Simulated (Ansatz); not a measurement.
## HfSi2, response to strain

Consider HfSi2 (space group Cmcm, No. 63; a = 3.650 Å, b = 14.350 Å, c = 3.635 Å). Axes: x, y, z lie along a, b, c of the conventional cell.

Strains are applied to the cell and any free atomic positions relax; under biaxial strain the out-of-plane vector relaxes too.

Method: Ansatz (an electronic-structure program), PBEsol, PAW, cutoff 420 eV, spin-orbit coupling left out.

Candidates:
(a) uniaxial strain ε_yy = +3.10 %
(b) isotropic strain −2.96 %
(c) uniaxial strain ε_xx = +0.65 %
(d) biaxial strain +4.68 %, plane normal [001], relaxed out of plane
(e) biaxial strain −3.18 %, plane normal [001], relaxed out of plane

Notes on the quantities. energy relative to the base: free energy F.

Question: Order them by energy relative to the base, lowest first.

Answer: (c) uniaxial strain ε_xx = +0.65 % (+0.5 meV/atom), (a) uniaxial strain ε_yy = +3.10 % (+8.7 meV/atom), (e) biaxial strain −3.18 %, plane normal [001], relaxed out of plane (+27 meV/atom), (d) biaxial strain +4.68 %, plane normal [001], relaxed out of plane (+49 meV/atom), (b) isotropic strain −2.96 % (+61 meV/atom)

Without a gap, meshes like the base's 13×13×13 leave anisotropic stresses uncertain by several tenths of a GPa, and small strain energies with them. Whether these cells are dynamically stable was not tested. The final runs are not spin-polarised.
